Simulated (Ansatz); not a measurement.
The starting structures come from a database of crystals and need not be the phases stable at ambient conditions.

 Where the default PAW files enter, the runs use the earlier of Ansatz's two default sets.

**Evanescent states of Be3N2 (P6_3/mmc, not sure to be the ambient phase, 10 atoms a cell, 6.8 Å³ an atom) along the normal of (001)**

These are r2SCAN (plane waves, PAW; Ansatz, a program for electronic structure) values and carry that method's errors.

The gap is the functional's own. No spin-orbit coupling. Mid-gap values are interpolated on the energy grid.

Energies count from the valence-band top; κ is the least over a 12×12 mesh across the current.

```json
[
 {"E (eV)": "0.10", "κ (1/Å)": "0.168", "where": "Γ"},
 {"E (eV)": "0.28", "κ (1/Å)": "0.196", "where": "Γ"},
 {"E (eV)": "0.47", "κ (1/Å)": "0.218", "where": "Γ"},
 {"E (eV)": "0.67", "κ (1/Å)": "0.238", "where": "Γ"},
 {"E (eV)": "0.85", "κ (1/Å)": "0.254", "where": "Γ"},
 {"E (eV)": "1.04", "κ (1/Å)": "…", "where": "Γ"},
 {"E (eV)": "1.24", "κ (1/Å)": "…", "where": "Γ"},
 {"E (eV)": "1.43", "κ (1/Å)": "…", "where": "Γ"},
 {"E (eV)": "1.61", "κ (1/Å)": "…", "where": "off Γ"},
 {"E (eV)": "1.80", "κ (1/Å)": "…", "where": "off Γ"},
 {"E (eV)": "2.00", "κ (1/Å)": "…", "where": "off Γ"},
 {"E (eV)": "2.19", "κ (1/Å)": "…", "where": "off Γ"},
 {"E (eV)": "2.38", "κ (1/Å)": "…", "where": "off Γ"},
 {"E (eV)": "2.56", "κ (1/Å)": "…", "where": "off Γ"},
 {"E (eV)": "2.75", "κ (1/Å)": "…", "where": "off Γ"},
 {"E (eV)": "2.94", "κ (1/Å)": "…", "where": "off Γ"},
 {"E (eV)": "3.13", "κ (1/Å)": "0.213", "where": "off Γ"},
 {"E (eV)": "3.33", "κ (1/Å)": "0.192", "where": "off Γ"},
 {"E (eV)": "3.52", "κ (1/Å)": "0.166", "where": "off Γ"},
 {"E (eV)": "3.71", "κ (1/Å)": "0.132", "where": "off Γ"},
 {"E (eV)": "3.90", "κ (1/Å)": "0.080", "where": "off Γ"}
]
```

Question: Some entries are withheld; supply them.

Answer: 
- 1.04, κ (1/Å): 0.269
- 1.24, κ (1/Å): 0.282
- 1.43, κ (1/Å): 0.293
- 1.61, κ (1/Å): 0.295
- 1.80, κ (1/Å): 0.291
- 2.00, κ (1/Å): 0.285
- 2.19, κ (1/Å): 0.277
- 2.38, κ (1/Å): 0.269
- 2.56, κ (1/Å): 0.258
- 2.75, κ (1/Å): 0.246
- 2.94, κ (1/Å): 0.231
